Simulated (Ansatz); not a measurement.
## A computed series for Si: pressure series

Base system: Si in the diamond structure (space group Fd-3m, No. 227; a = 5.4703 Å).

Cell and atoms are relaxed at each pressure.

All numbers come from PBE (Ansatz, a first-principles code), no spin-orbit coupling.

Notes on the quantities. hole mass: degenerate bands, along [100].

```
case                               hole mass  shortest interatomic distance  band gap
----------------  --------------------------  -----------------------------  --------
base              0.16, 0.27, 0.27 mₑ (at Γ)                       236.9 pm   0.61 eV
pressure −2 GPa   0.15, 0.27, 0.27 mₑ (at Γ)                       238.7 pm   0.65 eV
pressure −1 GPa   0.15, 0.27, 0.27 mₑ (at Γ)                       237.8 pm   0.63 eV
pressure 0.3 GPa  0.16, 0.27, 0.27 mₑ (at Γ)                       236.6 pm   0.61 eV
pressure 0.7 GPa  0.16, 0.27, 0.27 mₑ (at Γ)                            ___       ___
pressure 1.5 GPa  0.17, 0.27, 0.27 mₑ (at Γ)                       235.6 pm   0.58 eV
pressure 3 GPa    0.17, 0.26, 0.26 mₑ (at Γ)                       234.4 pm   0.56 eV
pressure 5 GPa    0.18, 0.26, 0.26 mₑ (at Γ)                       232.9 pm   0.52 eV
pressure 7.5 GPa  0.19, 0.26, 0.26 mₑ (at Γ)                       231.2 pm   0.47 eV
pressure 10 GPa   0.20, 0.25, 0.25 mₑ (at Γ)                       229.7 pm   0.43 eV
```

### Question
Complete the table.

### Answer

- pressure 0.7 GPa, shortest interatomic distance: 236.3 pm
- pressure 0.7 GPa, band gap: 0.60 eV

Load acts through the strain it causes; cell and atoms are relaxed under it. Effective masses come from finite differences of ±0.01 Å⁻¹. Whether these cells are dynamically stable was not tested. Tetrahedral semiconductors of this kind turn to denser phases somewhere between about 1 and 50 GPa; those were not computed, so compressed cells here can lie past the real transition.
